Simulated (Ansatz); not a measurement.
## Response to strain in Zr

Base system: Zr in the hcp (Mg type) structure (space group P6_3/mmc, No. 194; a = 3.2444 Å, c = 5.1584 Å; relaxed with 0.1 eV smearing). Axes: x lies along a and z along c of the hexagonal cell.

Strains are applied to the cell and any free atomic positions relax; under biaxial strain the out-of-plane vector relaxes too; under stress the whole cell relaxes.

Level of theory: r2SCAN/PAW in Ansatz (a quantum-chemistry and plane-wave program), no spin-orbit coupling, earlier PAW set.

Notes on the quantities. pressure: mean of the normal stresses, compression positive.

| change | shortest interatomic distance | pressure | space group |
|---|---|---|---|
| base | 3.188 Å | 0.0 GPa | P6_3/mmc (No. 194) |
| biaxial strain −2.39 %, plane normal [001], relaxed out of plane | 3.167 Å | 2.7 GPa | P6_3/mmc (No. 194) |
| biaxial strain −0.35 %, plane normal [001], relaxed out of plane | 3.189 Å | 0.4 GPa | P6_3/mmc (No. 194) |
| biaxial strain +1.13 %, plane normal [001], relaxed out of plane | 3.183 Å | -1.3 GPa | P6_3/mmc (No. 194) |
| biaxial strain +4.98 %, plane normal [001], relaxed out of plane | ___ | ___ | P6_3/mmc (No. 194) |
| isotropic strain +5.33 % | 3.358 Å | -11.4 GPa | P6_3/mmc (No. 194) |
| uniaxial strain ε_xx = −0.83 % | 3.177 Å | 0.8 GPa | Cmcm (No. 63) |
| uniaxial strain ε_xx = −0.25 % | 3.184 Å | 0.2 GPa | Cmcm (No. 63) |
| tensor shear ε_yz = −0.96 % | 3.159 Å | 0.0 GPa | C2/m (No. 12) |
| uniaxial stress, 3 GPa compression along x | 3.158 Å | – | Cmcm (No. 63) |

Task: What belongs in the blanks?

Result: 
- biaxial strain +4.98 %, plane normal [001], relaxed out of plane, shortest interatomic distance: 3.171 Å
- biaxial strain +4.98 %, plane normal [001], relaxed out of plane, pressure: -4.9 GPa

Stability under load was not tested beyond the relaxation. All final runs are without spin polarisation.
